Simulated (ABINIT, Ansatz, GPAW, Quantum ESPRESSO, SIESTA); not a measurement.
# Code comparison for YAl3 (Pm-3m, 4 atoms in the cell)

Self-consistent single point.

```yaml
crystal:
  lattice:
    - [4.20441, 0.00000, 0.00000]
    - [0.00000, 4.20441, 0.00000]
    - [0.00000, 0.00000, 4.20441]
  atoms:
    - { symbol: Y, position: [0.00000, 0.00000, 0.00000] }
    - { symbol: Al, position: [0.00000, 0.50000, 0.50000] }
    - { symbol: Al, position: [0.50000, 0.00000, 0.50000] }
    - { symbol: Al, position: [0.50000, 0.50000, 0.00000] }
```

Shared settings, as Ansatz (a first-principles code) writes them: kpoints.mp_grid.grid = 3 3 3; scf.occupations.method = fermi_dirac; scf.occupations.width = 0.1 eV. Potentials and cutoffs stand in the table.

```json
[
 {"code": "GPAW", "model": "LDA (Perdew-Wang 92), GPAW PAW datasets LDA (gpaw-data 1.0.1)", "pressure (GPa)": "-1.33", "cutoff": "550 eV"},
 {"code": "Quantum ESPRESSO", "model": "LDA (PZ), PSlibrary PAW (LDA) pseudopotentials", "pressure (GPa)": "-1.35", "cutoff": "45 Ry"},
 {"code": "ABINIT", "model": "LDA (PW92), norm-conserving pseudopotentials (PseudoDojo nc-sr-04 LDA standard)", "pressure (GPa)": "-1.52", "cutoff": "36 Ha"},
 {"code": "SIESTA", "model": "LDA PW92, numerical atomic orbitals TZP, PseudoDojo LDA standard norm-conserving potentials (rewritten from UPF to PSML)", "pressure (GPa)": "-2.35", "cutoff": "grid 400 Ry"},
 {"code": "Ansatz", "model": "LDA (PW92), PAW files made with PBE", "pressure (GPa)": "-1.33", "cutoff": "default"}
]
```

The spread over the programs that give each value: pressure within 1.02 GPa.

SIESTA uses small atom-centred bases, whose incompleteness enters pressures, forces and empty levels differently from a plane-wave cutoff. Ansatz's pressure is given at a fixed set of plane waves, as the other plane-wave codes print theirs. The same LDA comes in different parametrisations, which differ slightly. In the pressure, SIESTA (by 1.00) lies more than 1 GPa from the median of the plane-wave programs.

On the base mesh (6 6 6) the same programs gave: Ansatz pressure -1.08 GPa; Quantum ESPRESSO pressure -1.09 GPa; ABINIT pressure -1.25 GPa; GPAW pressure -1.06 GPa; SIESTA pressure -2.06 GPa.

The starting cell comes from a database of computed structures (which also holds hypothetical and non-ambient phases and stackings), without a prior relaxation at this level. Its lattice was rescaled by a random factor within 2.5 % of one.

Left out of this page: CP2K (on another mesh); FLEUR (not drawn, or without a comparable value).

Keys are those of Ansatz 0.2.
